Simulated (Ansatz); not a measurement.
NbSi2 (P6₂22, No. 180)

All values below come from PBEsol (plane waves, PAW; Ansatz, a first-principles code).

Settings: plane-wave cutoff 520 eV, 12×12×8 k mesh (along the axes of the cell as run), Fermi–Dirac smearing 0.05 eV, no spin polarisation, scalar-relativistic PAW data made under PBE.

Cell (relaxed at this level):

Space group P6₂22 (No. 180); a = 4.770 Å, b = 4.770 Å, c = 6.570 Å, α = 90.00°, β = 90.00°, γ = 120.00°

```tsv
atom	site	symmetry	x	y	z
Nb	3d	222	0.5000	0.0000	0.5000
Si	6j	..2	0.3191	0.1596	0.1667
```

```
Property         Result
--------  -------------
band gap  zero (no gap)
```

Spin–orbit coupling is not included.

It cost around 3 core-minutes (rough) of CPU time.
